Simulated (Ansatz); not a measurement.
System: SrZrO3 (Imma, No. 74, 10 atoms in the cell; start mp-1080575; a measured phase of this formula has another space group). Method: LDA (PAW; Ansatz, a quantum-chemistry and plane-wave program).

Numerical settings: plane-wave cutoff 520 eV, 8×8×8 k mesh, Fermi–Dirac smearing 0.01 eV, scalar-relativistic PAW data made under PBE.

Cell (relaxed at this level):

Space group Imma (No. 74); a = 5.739 Å, b = 8.060 Å, c = 5.769 Å, α = β = γ = 90.00°

| atom | site | symmetry | x | y | z |
|---|---|---|---|---|---|
| Sr | 4e | mm2 | 0.0000 | 0.2500 | 0.5124 |
| Zr | 4a | 2/m.. | 0.0000 | 0.0000 | 0.0000 |
| O | 4e | mm2 | 0.0000 | 0.2500 | 0.0881 |
| O | 8g | .2. | 0.2500 | 0.5491 | 0.2500 |
(The calculation used a cell of 10 atoms; values per cell refer to that cell.)

Question: What does this level give for the band gap and smallest direct gap on the k points sampled?

Answer: 
- band gap: 3.63 eV
- smallest direct gap on the k points sampled: 3.67 eV

Spin–orbit coupling is not included.

Computed values are for the static lattice.

A start named mp-… is a Materials Project structure, which need not be a measured phase.
